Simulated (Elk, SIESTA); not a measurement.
An Elk input for a self-consistent single point of Al2Au (Fm-3m, 3 atoms in the cell) (DFT, PBE, spin-orbit coupling in second variation, all-electron FP-LAPW, Elk's shipped species files, APW+lo basis with extra local orbitals):

```
tasks
  0

xctype
  20

spinorb
  .true.

tforce
  .true.

rgkmax
  7.5

gmaxvr
  18.0

lmaxapw
  10

lmaxo
  8

nxlo
  2

lorbcnd
  .true.

lradstp
  2

nrmtscf
  2.0

rmtscf
  0.94

lmaxi
  4

nempty
  10

swidth
  0.00367493

maxscl
  100

avec
    0.0000000000    5.7507521815    5.7507521815
    5.7507521815    0.0000000000    5.7507521815
    5.7507521815    5.7507521815    0.0000000000

atoms
  2
  'Al.in'
  2
  0.2500000000  0.2500000000  0.2500000000    0.0 0.0 0.0
  0.7500000000  0.7500000000  0.7500000000    0.0 0.0 0.0
  'Au.in'
  1
  0.0000000000  0.0000000000  0.0000000000    0.0 0.0 0.0

ngridk
  9 9 9
```

Write the same calculation as an input for SIESTA.

This is the input that was run; spellings and numerical settings could be chosen otherwise.

```
# files in the folder: Al.psml Au.psml (PseudoDojo PBE fully relativistic)
SystemName  Al2Au
SystemLabel Al2Au

NumberOfAtoms                3
NumberOfSpecies              2
%block ChemicalSpeciesLabel
  1 13 Al
  2 79 Au
%endblock ChemicalSpeciesLabel
LatticeConstant              1.0 Bohr
%block LatticeVectors
     0.000000000    5.750752181    5.750752181
     5.750752181    0.000000000    5.750752181
     5.750752181    5.750752181    0.000000000
%endblock LatticeVectors
AtomicCoordinatesFormat      Ang
%block AtomicCoordinatesAndAtomicSpecies
     1.521583500    1.521583500    1.521583500  1
     4.564750500    4.564750500    4.564750500  1
     0.000000000    0.000000000    0.000000000  2
%endblock AtomicCoordinatesAndAtomicSpecies

XC.functional                GGA
XC.authors                   PBE
PAO.BasisSize                TZP
PAO.EnergyShift              0.005 Ry
MeshCutoff                   350 Ry
%block kgrid.MonkhorstPack
    9   0   0  0.0
    0   9   0  0.0
    0   0   9  0.0
%endblock kgrid.MonkhorstPack
OccupationFunction           FD
ElectronicTemperature        100.0 meV
Spin                         spin-orbit
%block DM.InitSpin
  1 0.00 0.00 0.00
  2 0.00 0.00 0.00
  3 0.00 0.00 0.00
%endblock DM.InitSpin

MaxSCFIterations             150
SCF.Mixer.Method             Broyden
SCF.Mixer.Weight             0.2
SCF.Mixer.History            8
SCF.DM.Tolerance             1.0E-04
Diag.ParallelOverK           true
WriteForces                  true
Charge.Mulliken              end
```

Basis settings and potentials, where a program has them, do not carry over. This input uses DFT, GGA PBE with spin-orbit coupling, numerical atomic orbitals TZP, PseudoDojo PBE fully relativistic norm-conserving potentials (rewritten from UPF to PSML). Both were run: size of the net moment 0.00 μB/atom in Elk and 0.00 in SIESTA.

On Elk: the starting cell comes from a database of computed structures (which also holds hypothetical and non-ambient phases and stackings), without a prior relaxation at this level. Its lattice was rescaled by a random factor within 2.5 % of one. Values depend on the basis (sphere radii, cutoffs, local orbitals), which need not be converged.

On SIESTA: the starting cell comes from a database of computed structures (which also holds hypothetical and non-ambient phases and stackings), without a prior relaxation at this level. Its lattice was rescaled by a random factor within 2.5 % of one. Values carry the incompleteness of an atom-centred basis. With a pressure of about -6 GPa the cell is away from its equilibrium volume at this level.
